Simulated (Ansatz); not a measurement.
Start from Ti in the hcp (Mg type) structure (space group P6_3/mmc, No. 194; a = 2.936 Å, c = 4.636 Å). Axes: x lies along a and z along c of the hexagonal cell.

Structures relaxed with Ansatz (an electronic-structure program), r2SCAN, PAW, cutoff 500 eV, without spin-orbit coupling.

Base:

Simulated powder pattern, Cu Kα1, λ = 1.54056 Å (kinematic, ideal powder, no thermal factors, no anomalous dispersion; the 8 strongest lines at most, above 2 %, up to 2θ = 90°):

```json
[
 {"2θ (°)": "35.27", "I/Imax (%)": "25", "hkl": "(100)"},
 {"2θ (°)": "38.81", "I/Imax (%)": "25", "hkl": "(002)"},
 {"2θ (°)": "40.43", "I/Imax (%)": "100", "hkl": "(101)"},
 {"2θ (°)": "53.44", "I/Imax (%)": "14", "hkl": "(102)"},
 {"2θ (°)": "63.30", "I/Imax (%)": "15", "hkl": "(110)"},
 {"2θ (°)": "71.36", "I/Imax (%)": "15", "hkl": "(103)"},
 {"2θ (°)": "76.79", "I/Imax (%)": "16", "hkl": "(112)"},
 {"2θ (°)": "77.85", "I/Imax (%)": "12", "hkl": "(201)"}
]
```

After one change:

Simulated powder pattern, Cu Kα1, λ = 1.54056 Å (kinematic, ideal powder, no thermal factors, no anomalous dispersion; the 8 strongest lines at most, above 2 %, up to 2θ = 90°):

```
2θ (°)  I/Imax (%)
------  ----------
35.25           25
38.81           38
40.36           51
40.41          100
53.43           14
63.19           15
71.35           15
76.69           16
```

Task: Which of these changes matches the shifts?
(A) uniaxial strain ε_zz = −1.63 %
(B) biaxial strain −4.16 %, plane normal [001], relaxed out of plane
(C) biaxial strain +4.66 %, plane normal [001], relaxed out of plane
(D) uniaxial strain ε_yy = +0.21 %

Result: D, uniaxial strain ε_yy = +0.21 %. Its volume per atom is 17.34 Å³ against 17.30 Å³, and its space group is Cmcm (No. 63).

Whether these cells are dynamically stable was not tested. The final runs are not spin-polarised.
